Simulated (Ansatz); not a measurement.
Subject: the formation energy of H_i in Nb (bcc, Im-3m). Reaction: 64 Nb (bcc) + 1/2 H2 (gas) → cell A.

Cell A: a supercell of 64 sites of Nb (bcc, Im-3m) with H off the lattice sites (4 Nb at 1.92 Å); spin state with PBE: run without spin, k-point mesh 4×4×4.
```
Nb64H
1.0
   11.47145     0.00000     0.00000
   -3.82382    10.81539     0.00000
   -3.82382    -5.40769     9.36640
Nb H
64 1
Direct
  0.00191   0.00143   0.00127
  0.99997   0.00000   0.25065
  0.99975   0.99995   0.49970
  0.00096   0.00077   0.75019
  0.99986   0.25030   0.99996
  0.99935   0.25000   0.25003
  0.99994   0.24990   0.50004
  0.99975   0.25005   0.74980
  0.00022   0.50001   0.00023
  0.99978   0.50001   0.24978
  0.99935   0.49931   0.49935
  0.99997   0.49931   0.74996
  0.00049   0.75008   0.00040
  0.00022   0.74999   0.25022
  0.99986   0.74990   0.49957
  0.00191   0.75064   0.75047
  0.25059   0.00016   0.00043
  0.25004   0.99970   0.25014
  0.24967   0.99970   0.49957
  0.24957   0.00016   0.74974
  0.24957   0.24984   0.99941
  0.24873   0.24857   0.24809
  0.24956   0.24940   0.50015
  0.24942   0.24923   0.75019
  0.24967   0.50010   0.99996
  0.24960   0.49992   0.24951
  0.24819   0.49927   0.49892
  0.24956   0.49941   0.75016
  0.25004   0.74990   0.00033
  0.24977   0.74999   0.24978
  0.24960   0.75008   0.49968
  0.24873   0.75064   0.75016
  0.49981   0.00077   0.00058
  0.50020   0.99995   0.25025
  0.50004   0.00000   0.49935
  0.49953   0.00143   0.75016
  0.50026   0.24984   0.00043
  0.49981   0.24923   0.24904
  0.49984   0.24940   0.49925
  0.49984   0.24857   0.75047
  0.49984   0.49936   0.00127
  0.49953   0.49936   0.24809
  0.49725   0.49553   0.49278
  0.49827   0.49553   0.75275
  0.49984   0.75059   0.00044
  0.50004   0.75069   0.25003
  0.49965   0.75073   0.49892
  0.49725   0.75447   0.75173
  0.74985   0.00060   0.00044
  0.74996   0.00010   0.25006
  0.75014   0.00010   0.50004
  0.75075   0.00060   0.75016
  0.75043   0.25030   0.00033
  0.75030   0.25005   0.25025
  0.74996   0.24990   0.49986
  0.75065   0.25000   0.74996
  0.75032   0.49992   0.00040
  0.75043   0.50010   0.25014
  0.74985   0.49941   0.49925
  0.75108   0.49927   0.75035
  0.75108   0.75073   0.00181
  0.75065   0.75069   0.25065
  0.75075   0.75059   0.50015
  0.75722   0.75447   0.75275
  0.56250   0.62500   0.68750
```

Reference: Nb (bcc, Im-3m), 64 atoms in the cell, the relaxed perfect crystal repeated, atoms not moved again; spin state with PBE: run without spin, k-point mesh 4×4×4 on the run's own vectors.

Reference: an isolated H2 molecule (singlet) in a box of 11 × 11 × 13 Å.

Computed with Ansatz (plane waves, PAW), its default PAW set, cutoff 420 eV, 500 eV for r2SCAN. The structures are at rest with PBE, within the held lattices; other levels are single points on them. Neutral cells; Fermi-Dirac smearing of at most 0.10 eV in the solids, energies taken to zero width. The lattices are those relaxed with PBE, so at other levels the solids can be strained, which adds to the spread. Larger cells are relaxed from a start prepared with the learned potential CHGNet, on a coarser mesh till forces fall under 0.03 eV/Å, which some starts already meet. A dispersion term (D3(BJ), or D4 for r2SCAN) was computed beside these levels and is taken off wherever the name lacks it. The PAW files were made for PBE and serve at the other functionals too. Space groups of crystals are read within 0.01 Å. Nuclei at rest; no vibrational terms. Cells are local rest points, mostly with their start's symmetry. No correction for cell size. Mesh and cell size may move defect energies by 0.1 eV or more. Cell A has symmetry I-4m2 within 0.02 Å and got no random move, so less symmetric positions, which may lie lower, weren't tried.

Q: What value does PBE give?

A: -0.39 eV, for 64 Nb (bcc) + 1/2 H2 (gas) → cell A.

Q: What do the other levels give, and how wide is the spread?

A: 
```tsv
Functional	value (eV)	less PBE
r2SCAN	-0.50	-0.11
```

The levels shown span 0.11 eV, from r2SCAN (-0.50) to PBE (-0.39).

Ansatz is a program for electronic structure.
